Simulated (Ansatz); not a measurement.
Consider ScOF (space group P2_1/c, No. 14; a cell from a computed database, its experimental status unchecked).

```xyz
12
Lattice="5.1536 0.0000 0.0000 0.0000 5.1246 0.0000 -0.9042 0.0000 5.1342" Properties=species:S:1:pos:R:3 pbc="T T T"
Sc     3.3044     2.4189     1.4788
Sc     0.9450     2.7057     3.6554
Sc     1.3971     4.9812     1.0883
Sc     2.8523     0.1434     4.0459
O      2.7913     3.8239     0.0613
O      1.4581     1.3007     5.0729
O      1.9102     1.2616     2.5058
O      2.3391     3.8630     2.6284
F      4.2627     1.6770     3.3837
F     -0.0133     3.4475     1.7505
F     -0.4654     4.2393     4.3176
F      4.7148     0.8853     0.8166
```

Cartesian axes are those of the cell as printed.

Calculations: PBEsol/PAW in Ansatz (a program for electronic structure), no SOC.

Strains are applied to the cell and any free atomic positions relax.

One change was made to it. Results:

| quantity | base | after |
|---|---|---|
| energy relative to the base (free energy F) | 0 meV/atom | +27 meV/atom |
| pressure (mean of the normal stresses, compression positive) | 0.00 GPa | -9.47 GPa |
| largest internal atomic displacement | – | 0.037 Å |

Task: Name the change that was made.
A. isotropic strain +2.44 %
B. strain tensor (xx, yy, zz, yz, xz, xy) = (+0.92, +1.54, +0.80, −0.10, −0.81, −0.06) %
C. isotropic strain +3.85 %

Result: A, isotropic strain +2.44 %. For comparison, the energy relative to the base in the other runs: isotropic strain +3.85 % gives +63 meV/atom; strain tensor (xx, yy, zz, yz, xz, xy) = (+0.92, +1.54, +0.80, −0.10, −0.81, −0.06) % gives +6.1 meV/atom.

No phonon test of stability was made. All final runs are without spin polarisation.
